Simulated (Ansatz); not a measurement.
## BiRh: response to strain

Start from BiRh in the NiAs type structure (space group P6_3/mmc, No. 194; a = 4.1129 Å, c = 5.6362 Å; relaxed with 0.1 eV smearing). Axes: x lies along a and z along c of the hexagonal cell.

Strains are applied to the cell and any free atomic positions relax; under biaxial strain the out-of-plane vector relaxes too.

Computed with Ansatz (a quantum-chemistry and plane-wave program), PBEsol, PAW, cutoff 420 eV, without spin-orbit coupling.

Notes on the quantities. pressure: mean of the normal stresses, compression positive; energy relative to the base: free energy F.

| variant | pressure | volume per atom | energy relative to the base |
|---|---|---|---|
| base | 0.0 GPa | 20.64 Å³ | 0 meV/atom |
| biaxial strain −3.90 %, plane normal [001], relaxed out of plane | 5.2 GPa | 19.90 Å³ | – |
| uniaxial strain ε_xx = −5.19 % | … | 19.57 Å³ | … |
| uniaxial strain ε_zz = +0.97 % | -1.3 GPa | 20.84 Å³ | +1.3 meV/atom |
| uniaxial strain ε_zz = +3.41 % | -4.1 GPa | 21.35 Å³ | +15 meV/atom |

Task: Some entries are withheld; estimate them.

Result: 
- uniaxial strain ε_xx = −5.19 %, pressure: 7.8 GPa
- uniaxial strain ε_xx = −5.19 %, energy relative to the base: +32 meV/atom

Stability against distortions was not tested. All final runs are without spin polarisation.
